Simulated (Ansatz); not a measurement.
Consider Al in the fcc (Cu type) structure (space group Fm-3m, No. 225; a = 4.014 Å).

Computed with PBEsol (Ansatz, a quantum-chemistry and plane-wave program; PAW; 420 eV plane waves; no spin-orbit coupling).

Base values:

```
Property                 Result
-------------------  ----------
Lattice parameter a  7.586 bohr
```

One thing is altered: cell and atoms relaxed at a pressure of 9 GPa.

Problem. Predict the new lattice parameter a.

Solution. The lattice parameter a falls by 0.224 bohr, from 7.586 bohr to 7.362 bohr.

Load acts through the strain it causes; cell and atoms are relaxed under it. Stability against distortions was not tested. Competing high-pressure phases were not computed.
